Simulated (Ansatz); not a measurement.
## Rh, response to strain

The parent structure is Rh in the fcc (Cu type) structure (space group Fm-3m, No. 225; a = 3.832 Å; relaxed with 0.1 eV smearing).

Strains are applied to the cell and any free atomic positions relax.

Level of theory: PBE in Ansatz (plane waves to 420 eV, PAW, spin-orbit coupling left out).

Candidates:
(a) isotropic strain +1.50 %
(b) isotropic strain +2.50 %
(c) isotropic strain +1.00 %
(d) isotropic strain +0.50 %
(e) isotropic strain −2.50 %

Notes on the quantities. energy relative to the base: free energy F.

Q: Order them by energy relative to the base, lowest first.

A: (d) isotropic strain +0.50 % (+2.5 meV/atom), (c) isotropic strain +1.00 % (+9.6 meV/atom), (a) isotropic strain +1.50 % (+21 meV/atom), (b) isotropic strain +2.50 % (+57 meV/atom), (e) isotropic strain −2.50 % (+70 meV/atom)

Stability against distortions was not tested. The final runs are not spin-polarised. Rh lies near a magnetic instability that expansion can trigger; it was not tested.

Ansatz is a quantum-chemistry and plane-wave program.
